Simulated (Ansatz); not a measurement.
Take an 8-atom supercell of TiC in the rock salt structure (space group Fm-3m, No. 225; a = 4.329 Å) at its relaxed geometry as the base.

Method: Ansatz (a program for electronic structure) r2SCAN, no spin-orbit coupling, earlier PAW set.

One neutral defect a cell, atoms relaxed at fixed cell.

One change was made to it. Results:

```csv
quantity,base,after
pressure,0.0 GPa,8.4 GPa
largest displacement of a host atom from its site in the perfect cell,–,0.06 Å
```

Q: What was done to the base?
A) Cr on a Ti site
B) H interstitial (started 1.69 Å from the nearest host atom)
C) Ti vacancy
D) C vacancy

A: B, H interstitial (started 1.69 Å from the nearest host atom). For comparison, the pressure in the other runs: Ti vacancy gives -5.5 GPa; Cr on a Ti site gives -7.4 GPa; C vacancy gives -3.7 GPa.

The magnetic state is the one reached from the starting moments; the real material's order can differ, and small cells can't hold many antiferromagnetic ones. In so small a cell the defect repeats every few ångströms: this is an ordered compound, not a dilute defect. Spin-polarised in the final run: Cr on a Ti site; the other runs are not.
